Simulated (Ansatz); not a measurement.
The reference is ZnS in the zinc blende structure (space group F-43m, No. 216; a = 5.3891 Å). Axes: x, y, z lie along the cube axes.

The values are results of r2SCAN in Ansatz (plane waves to 500 eV, PAW, no spin-orbit coupling), not measurements.

Strains are applied to the cell and any free atomic positions relax; under biaxial strain the out-of-plane vector relaxes too.

One change was made to it. Results:

| quantity | base | after |
|---|---|---|
| valence-band top at Γ (three highest levels, from the VBM) | 0.00, 0.00, 0.00 eV | 0.00, -0.04, -0.04 eV |
| hole mass | – | 0.16 mₑ out of plane, 1.5 mₑ in plane (at Γ) |
| energy relative to the base (free energy F) | 0 meV/atom | +0.3 meV/atom |
| band gap | 2.70 eV | 2.65 eV |

Name the change that was made.
A) biaxial strain +1.67 %, plane normal [111], relaxed out of plane
B) biaxial strain +0.42 %, plane normal [111], relaxed out of plane
C) biaxial strain +1.25 %, plane normal [111], relaxed out of plane

B, biaxial strain +0.42 %, plane normal [111], relaxed out of plane. For comparison, the band gap in the other runs: biaxial strain +1.25 %, plane normal [111], relaxed out of plane gives 2.55 eV; biaxial strain +1.67 %, plane normal [111], relaxed out of plane gives 2.50 eV.

Effective masses come from finite differences of ±0.01 Å⁻¹. Whether these cells are dynamically stable was not tested.

Ansatz is a first-principles code.
